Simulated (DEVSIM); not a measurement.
Structure: Cr/La2O3/p-InP capacitor, at 450 K.

| layer (left to right) | material | thickness (nm) | Na (cm⁻³) |
|---|---|---|---|
| 1 | La2O3 | 15.0 | - |
| 2 | InP | 660 | 8.8e17 |

Metal gate on the left, work function 4.5 eV. Fixed charge at the semiconductor interface 0 cm⁻² (in units of +e); no interface traps.

The device is made up for the run: typed textbook-type constants, with dimensions and the other settings drawn at random. Values at 300 K; Nc and Nv go as T^1.5, mobilities as T to minus their exponent, the gap by Varshni's rule with the affinity fixed.

```tsv
parameter	La2O3	InP
gap (eV)	5.8	1.344
affinity (eV)	1.8	4.38
permittivity	27	12.5
Nc (cm⁻³)	-	5.7e17
Nv (cm⁻³)	-	1.1e19
Varshni α (eV/K)	-	0.000363
Varshni β (K)	-	162
```

DEVSIM, 1D Poisson equation in equilibrium, Boltzmann statistics, complete ionisation; no quantum confinement or tunnelling. Metal contacts follow the ideal Schottky-Mott rule: no Fermi-level pinning, no interface dipoles.

### Question
Tabulate band edges, carrier densities and field at -0.2 V on the gate.

### Answer
Energies count from the Fermi level of the right contact; mesh points crowd at the junctions.

| x (μm) | Ec (eV) | Ev (eV) | n (cm⁻³) | p (cm⁻³) | field (V/cm) |
|---|---|---|---|---|---|
| 0.000 | 2.900 | -2.900 | < 1e2 | < 1e2 | 170000 |
| 0.001064 | 2.918 | -2.881 | < 1e2 | < 1e2 | 170000 |
| 0.003072 | 2.953 | -2.847 | < 1e2 | < 1e2 | 170000 |
| 0.006501 | 3.013 | -2.787 | < 1e2 | < 1e2 | 170000 |
| 0.01164 | 3.102 | -2.698 | < 1e2 | < 1e2 | 170000 |
| 0.01378 | 3.140 | -2.660 | < 1e2 | < 1e2 | 170000 |
| 0.01491 | 3.159 | -2.641 | < 1e2 | < 1e2 | 170000 |
| 0.01646 | 0.634 | -0.660 | 8.3e10 | 8.1e11 | 360000 |
| 0.01898 | 0.720 | -0.574 | 9.0e9 | 7.5e12 | 320000 |
| 0.02430 | 0.875 | -0.420 | 1.7e8 | 4.0e14 | 260000 |
| 0.03440 | 1.070 | -0.225 | 1100000 | 6.2e16 | 130000 |
| 0.06502 | 1.173 | -0.122 | 77000 | 8.7e17 | 1100 |
| 0.1179 | 1.173 | -0.122 | 76000 | 8.8e17 | ≈ 0 |
| 0.2183 | 1.173 | -0.122 | 76000 | 8.8e17 | ≈ 0 |
| 0.4554 | 1.173 | -0.122 | 76000 | 8.8e17 | ≈ 0 |
| 0.5638 | 1.173 | -0.122 | 76000 | 8.8e17 | ≈ 0 |
| 0.6209 | 1.173 | -0.122 | 76000 | 8.8e17 | ≈ 0 |
| 0.6480 | 1.173 | -0.122 | 76000 | 8.8e17 | ≈ 0 |
| 0.6649 | 1.173 | -0.122 | 76000 | 8.8e17 | ≈ 0 |
| 0.6706 | 1.173 | -0.122 | 76000 | 8.8e17 | ≈ 0 |
| 0.6733 | 1.173 | -0.122 | 76000 | 8.8e17 | ≈ 0 |
| 0.6750 | 1.173 | -0.122 | 76000 | 8.8e17 | ≈ 0 |
